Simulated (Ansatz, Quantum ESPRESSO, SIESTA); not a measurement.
Code comparison for YMg3 (P1, 4 atoms in the cell)

Self-consistent single point, at a second geometry (atoms moved at random). First geometry:

```yaml
crystal:
  lattice:
    - [3.30799, 0.00000, 0.00000]
    - [-1.65400, 2.86480, 0.00000]
    - [0.00000, 0.00000, 10.93229]
  atoms:
    - { symbol: Y, position: [0.66667, 0.33333, 0.50000] }
    - { symbol: Mg, position: [0.66667, 0.33333, 0.00000] }
    - { symbol: Mg, position: [0.33333, 0.66667, 0.24212] }
    - { symbol: Mg, position: [0.33333, 0.66667, 0.75788] }
```

Second geometry:
```
YMg3
1.0
    3.30799     0.00000     0.00000
   -1.65400     2.86480     0.00000
    0.00000     0.00000    10.93229
Y Mg
1 3
Direct
  0.67297   0.32775   0.50013
  0.66969   0.35342   0.00569
  0.32349   0.65856   0.23663
  0.33385   0.66027   0.75756
```

Shared settings, as Ansatz (a first-principles code) writes them: kpoints.mp_grid.grid = 12 12 4; scf.occupations.method = gaussian; scf.occupations.width = 0.0073 Ry. Potentials and cutoffs stand in the table.

```csv
code,model,ΔF from the first geometry (meV/atom),pressure (GPa),largest force (eV/Å),cutoff
Ansatz,"LDA (PW92), PAW files made with PBE",3.1,-2.62,0.196,30.9 Ry
Quantum ESPRESSO,"LDA (PZ), GBRV 1.5 ultrasoft (LDA) pseudopotentials",3.1,-2.65,0.197,40 Ry
SIESTA,"LDA PW92, numerical atomic orbitals TZP, PseudoDojo LDA standard norm-conserving potentials (rewritten from UPF to PSML)",4.8,-1.74,0.285,grid 400 Ry
```

Size of the force on each atom (eV/Å): Sizes of forces hide their directions.

```
code                 Y1    Mg2    Mg3    Mg4
----------------  -----  -----  -----  -----
Ansatz            0.080  0.196  0.176  0.095
Quantum ESPRESSO  0.081  0.197  0.177  0.096
SIESTA            0.104  0.268  0.285  0.082
```

The spread over the programs that give each value: ΔF from the first geometry within 1.7 meV/atom; pressure within 0.91 GPa; largest force within 0.089 eV/Å.

SIESTA uses small atom-centred bases, whose incompleteness enters pressures, forces and empty levels differently from a plane-wave cutoff. Ansatz's pressure is given at a fixed set of plane waves, as the other plane-wave codes print theirs. The same LDA comes in different parametrisations, which differ slightly. In the force vectors, SIESTA (by 0.109) lies more than 0.08 eV/Å from the median of the plane-wave programs.

The starting cell comes from a database of computed structures (which also holds hypothetical and non-ambient phases and stackings), without a prior relaxation at this level. For this run, on top of that: atoms moved at random.

Left out of this page: CP2K (unsound by tests on forces, stress, charge or solver warnings).

Keys are those of Ansatz 0.2.
